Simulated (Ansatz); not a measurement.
Consider a periodic stack without vacuum, silicon (1 1 1) on zinc-blende BN (1 1 1) (film strained to the substrate, started from cuts of the bulks and a machine-learned relaxation): substrate slab B49N49, film Si24, surface cells [[1, -3], [2, 1]] and [[1, -2], [1, 1]], film strained by +1.2 and +1.2 %, outermost planes B/N and Si/Si as cut, which need not be the usual terminations and can put a slab off its formula. Its start:

```yaml
crystal:
  lattice:
    - [6.78145, 0.00000, -0.00656]
    - [-3.39072, 5.87291, -0.01639]
    - [-1.60183, 2.21180, 28.36262]
  atoms:
    - { symbol: B, position: [0.40004, 0.31505, 0.03901] }
    - { symbol: B, position: [0.11641, 0.46477, 0.03893] }
    - { symbol: B, position: [0.82746, 0.60563, 0.02958] }
    - { symbol: B, position: [0.55006, 0.74873, 0.03897] }
    - { symbol: B, position: [0.25911, 0.89252, 0.02925] }
    - { symbol: B, position: [0.97375, 0.03860, 0.02948] }
    - { symbol: B, position: [0.68869, 0.17620, 0.03868] }
    - { symbol: B, position: [0.50166, 0.91328, 0.10886] }
    - { symbol: B, position: [0.21602, 0.05408, 0.10786] }
    - { symbol: B, position: [0.93202, 0.19772, 0.10891] }
    - { symbol: B, position: [0.64753, 0.34337, 0.10899] }
    - { symbol: B, position: [0.36056, 0.48451, 0.10989] }
    - { symbol: B, position: [0.07377, 0.62965, 0.10785] }
    - { symbol: B, position: [0.79158, 0.77186, 0.10797] }
    - { symbol: B, position: [0.60439, 0.50695, 0.18227] }
    - { symbol: B, position: [0.31803, 0.64970, 0.18223] }
    - { symbol: B, position: [0.03267, 0.79239, 0.18226] }
    - { symbol: B, position: [0.74688, 0.93511, 0.18207] }
    - { symbol: B, position: [0.46105, 0.07812, 0.18208] }
    - { symbol: B, position: [0.17538, 0.22048, 0.18223] }
    - { symbol: B, position: [0.88992, 0.36404, 0.18204] }
    - { symbol: B, position: [0.70452, 0.09972, 0.25569] }
    - { symbol: B, position: [0.41840, 0.24219, 0.25581] }
    - { symbol: B, position: [0.13281, 0.38556, 0.25574] }
    - { symbol: B, position: [0.84694, 0.52800, 0.25577] }
    - { symbol: B, position: [0.56138, 0.67112, 0.25582] }
    - { symbol: B, position: [0.27571, 0.81421, 0.25585] }
    - { symbol: B, position: [0.99017, 0.95684, 0.25585] }
    - { symbol: B, position: [0.80475, 0.69271, 0.32938] }
    - { symbol: B, position: [0.51889, 0.83642, 0.32942] }
    - { symbol: B, position: [0.23301, 0.97851, 0.32975] }
    - { symbol: B, position: [0.94871, 0.12216, 0.32945] }
    - { symbol: B, position: [0.66097, 0.26281, 0.32938] }
    - { symbol: B, position: [0.37509, 0.40637, 0.32935] }
    - { symbol: B, position: [0.08927, 0.55055, 0.32940] }
    - { symbol: B, position: [0.90456, 0.28597, 0.40323] }
    - { symbol: B, position: [0.61756, 0.42609, 0.40257] }
    - { symbol: B, position: [0.33075, 0.57207, 0.40251] }
    - { symbol: B, position: [0.04695, 0.71605, 0.40398] }
    - { symbol: B, position: [0.76432, 0.85964, 0.40274] }
    - { symbol: B, position: [0.47457, 0.99898, 0.40409] }
    - { symbol: B, position: [0.19167, 0.14260, 0.40420] }
    - { symbol: B, position: [0.99836, 0.88201, 0.47968] }
    - { symbol: B, position: [0.71797, 0.01912, 0.47672] }
    - { symbol: B, position: [0.44240, 0.17084, 0.47971] }
    - { symbol: B, position: [0.15094, 0.30887, 0.47679] }
    - { symbol: B, position: [0.85894, 0.45342, 0.47638] }
    - { symbol: B, position: [0.57486, 0.59401, 0.47237] }
    - { symbol: B, position: [0.28665, 0.72674, 0.47873] }
    - { symbol: N, position: [0.35614, 0.50603, 0.04883] }
    - { symbol: N, position: [0.06957, 0.64845, 0.05036] }
    - { symbol: N, position: [0.78575, 0.79123, 0.05058] }
    - { symbol: N, position: [0.50072, 0.93412, 0.04910] }
    - { symbol: N, position: [0.21243, 0.07595, 0.05034] }
    - { symbol: N, position: [0.92792, 0.22241, 0.04944] }
    - { symbol: N, position: [0.63931, 0.36059, 0.04964] }
    - { symbol: N, position: [0.45671, 0.09864, 0.12499] }
    - { symbol: N, position: [0.17130, 0.24025, 0.12517] }
    - { symbol: N, position: [0.88606, 0.38391, 0.12499] }
    - { symbol: N, position: [0.60026, 0.52740, 0.12523] }
    - { symbol: N, position: [0.31322, 0.66947, 0.12513] }
    - { symbol: N, position: [0.02842, 0.81226, 0.12563] }
    - { symbol: N, position: [0.74177, 0.95474, 0.12500] }
    - { symbol: N, position: [0.55749, 0.69107, 0.19954] }
    - { symbol: N, position: [0.27203, 0.83401, 0.19962] }
    - { symbol: N, position: [0.98605, 0.97666, 0.19961] }
    - { symbol: N, position: [0.70056, 0.11961, 0.19939] }
    - { symbol: N, position: [0.41474, 0.26235, 0.19954] }
    - { symbol: N, position: [0.12901, 0.40532, 0.19947] }
    - { symbol: N, position: [0.84323, 0.54791, 0.19957] }
    - { symbol: N, position: [0.65759, 0.28312, 0.27353] }
    - { symbol: N, position: [0.37182, 0.42652, 0.27353] }
    - { symbol: N, position: [0.08598, 0.56980, 0.27354] }
    - { symbol: N, position: [0.80066, 0.71226, 0.27357] }
    - { symbol: N, position: [0.51522, 0.85561, 0.27357] }
    - { symbol: N, position: [0.22926, 0.99810, 0.27375] }
    - { symbol: N, position: [0.94414, 0.14141, 0.27356] }
    - { symbol: N, position: [0.75946, 0.87804, 0.34715] }
    - { symbol: N, position: [0.47168, 0.01884, 0.34790] }
    - { symbol: N, position: [0.18746, 0.16261, 0.34793] }
    - { symbol: N, position: [0.90088, 0.30555, 0.34744] }
    - { symbol: N, position: [0.61430, 0.44678, 0.34704] }
    - { symbol: N, position: [0.32835, 0.59179, 0.34700] }
    - { symbol: N, position: [0.04326, 0.73467, 0.34784] }
    - { symbol: N, position: [0.85717, 0.47100, 0.42086] }
    - { symbol: N, position: [0.57183, 0.61355, 0.41873] }
    - { symbol: N, position: [0.28428, 0.75399, 0.42236] }
    - { symbol: N, position: [0.00181, 0.90037, 0.42287] }
    - { symbol: N, position: [0.71463, 0.04088, 0.42106] }
    - { symbol: N, position: [0.43062, 0.18287, 0.42290] }
    - { symbol: N, position: [0.14461, 0.32757, 0.42104] }
    - { symbol: N, position: [0.95769, 0.07101, 0.49641] }
    - { symbol: N, position: [0.68105, 0.20752, 0.49591] }
    - { symbol: N, position: [0.39450, 0.35766, 0.49499] }
    - { symbol: N, position: [0.09219, 0.48365, 0.49535] }
    - { symbol: N, position: [0.80624, 0.63535, 0.49464] }
    - { symbol: N, position: [0.52904, 0.76954, 0.49418] }
    - { symbol: N, position: [0.24415, 0.91945, 0.49696] }
    - { symbol: Si, position: [0.91260, 0.24585, 0.54119] }
    - { symbol: Si, position: [0.58041, 0.57670, 0.53883] }
    - { symbol: Si, position: [0.25471, 0.86041, 0.56036] }
    - { symbol: Si, position: [0.93402, 0.27135, 0.62436] }
    - { symbol: Si, position: [0.60163, 0.60519, 0.62501] }
    - { symbol: Si, position: [0.26693, 0.93943, 0.63592] }
    - { symbol: Si, position: [0.93123, 0.59339, 0.65555] }
    - { symbol: Si, position: [0.60710, 0.93242, 0.65464] }
    - { symbol: Si, position: [0.27206, 0.27541, 0.65410] }
    - { symbol: Si, position: [0.95092, 0.57859, 0.73870] }
    - { symbol: Si, position: [0.61734, 0.91467, 0.73809] }
    - { symbol: Si, position: [0.28717, 0.25486, 0.73783] }
    - { symbol: Si, position: [0.95516, 0.90881, 0.76255] }
    - { symbol: Si, position: [0.62144, 0.24040, 0.76644] }
    - { symbol: Si, position: [0.29008, 0.57459, 0.76749] }
    - { symbol: Si, position: [0.97214, 0.88988, 0.84419] }
    - { symbol: Si, position: [0.64054, 0.22122, 0.85021] }
    - { symbol: Si, position: [0.30751, 0.55322, 0.85227] }
    - { symbol: Si, position: [0.97318, 0.20403, 0.87604] }
    - { symbol: Si, position: [0.65430, 0.55139, 0.87715] }
    - { symbol: Si, position: [0.30473, 0.88397, 0.87552] }
    - { symbol: Si, position: [0.97257, 0.05141, 0.95375] }
    - { symbol: Si, position: [0.80997, 0.64536, 0.95395] }
    - { symbol: Si, position: [0.21582, 0.89125, 0.95374] }
```

The start was prepared with a machine-learned potential, and the result is one local minimum, with the in-plane cell held and forces under 0.04 eV/Å; the film can end far from its bulk form.

All values below come from PBE (plane waves to 420 eV, PAW; Ansatz, an electronic-structure program). No spin–orbit coupling; the runs are not spin-polarised; PBE gaps are too small against experiment. Its k-point mesh 4×4×1, Fermi–Dirac width 0.05 eV.

**Question.** Predict the relaxed interface.

**Answer.** interface area: 39.8 Å²
period: 27.75 Å
gaps between the outermost planes at the two interfaces: 1.26 and 1.90 Å
N–Si contacts across the interfaces within 1.22 times the sum of covalent radii: 7, mean 1.98 Å
B–Si contacts across the interfaces within 1.22 times the sum of covalent radii: 4, mean 2.08 Å
two interfaces: unlike, so that offsets are their mean
